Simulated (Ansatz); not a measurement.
## TiO2, response to strain

Start from TiO2 in the anatase structure (space group I4_1/amd, No. 141).

```yaml
crystal:
  lattice:
    - [-1.88489, 1.88489, 4.77584]
    - [1.88489, -1.88489, 4.77584]
    - [1.88489, 1.88489, -4.77584]
  atoms:
    - { symbol: Ti, position: [0.75000, 0.25000, 0.50000] }
    - { symbol: Ti, position: [0.00000, 0.00000, 0.00000] }
    - { symbol: O, position: [0.54247, 0.04247, 0.50000] }
    - { symbol: O, position: [0.79247, 0.79247, 0.00000] }
    - { symbol: O, position: [0.20753, 0.20753, 0.00000] }
    - { symbol: O, position: [0.95753, 0.45753, 0.50000] }
```

Cartesian axes are those of the cell as printed.

Strains are applied to the cell and any free atomic positions relax.

Computed with DFT with PBEsol, PAW potentials and a 420 eV plane-wave cutoff in Ansatz (a program for electronic structure), no SOC.

Notes on the quantities. energy relative to the base: free energy F; pressure: mean of the normal stresses, compression positive.

```json
[
 {"change": "base", "energy relative to the base": "0 meV/atom", "pressure": "0.00 GPa", "band gap": "2.11 eV", "largest internal atomic displacement": "–", "smallest direct gap": "2.44 eV"},
 {"change": "tensor shear ε_xz = +2.00 %", "energy relative to the base": "+2.6 meV/atom", "pressure": "(withheld)", "band gap": "2.12 eV", "largest internal atomic displacement": "0.056 Å", "smallest direct gap": "2.45 eV"},
 {"change": "tensor shear ε_xz = +1.67 %", "energy relative to the base": "+1.8 meV/atom", "pressure": "-0.09 GPa", "band gap": "2.12 eV", "largest internal atomic displacement": "0.047 Å", "smallest direct gap": "2.45 eV"},
 {"change": "tensor shear ε_xz = +0.67 %", "energy relative to the base": "+0.3 meV/atom", "pressure": "-0.02 GPa", "band gap": "2.11 eV", "largest internal atomic displacement": "(withheld)", "smallest direct gap": "2.44 eV"},
 {"change": "tensor shear ε_xz = +1.33 %", "energy relative to the base": "(withheld)", "pressure": "-0.06 GPa", "band gap": "2.11 eV", "largest internal atomic displacement": "0.037 Å", "smallest direct gap": "2.45 eV"},
 {"change": "tensor shear ε_xz = +1.00 %", "energy relative to the base": "+0.7 meV/atom", "pressure": "-0.03 GPa", "band gap": "2.11 eV", "largest internal atomic displacement": "0.028 Å", "smallest direct gap": "2.45 eV"},
 {"change": "tensor shear ε_xz = +0.33 %", "energy relative to the base": "+0.1 meV/atom", "pressure": "0.00 GPa", "band gap": "2.11 eV", "largest internal atomic displacement": "–", "smallest direct gap": "2.44 eV"}
]
```

Task: Complete the table.

Result: 
- tensor shear ε_xz = +2.00 %, pressure: -0.12 GPa
- tensor shear ε_xz = +0.67 %, largest internal atomic displacement: 0.019 Å
- tensor shear ε_xz = +1.33 %, energy relative to the base: +1.2 meV/atom

Stability against distortions was not tested. All final runs are without spin polarisation.
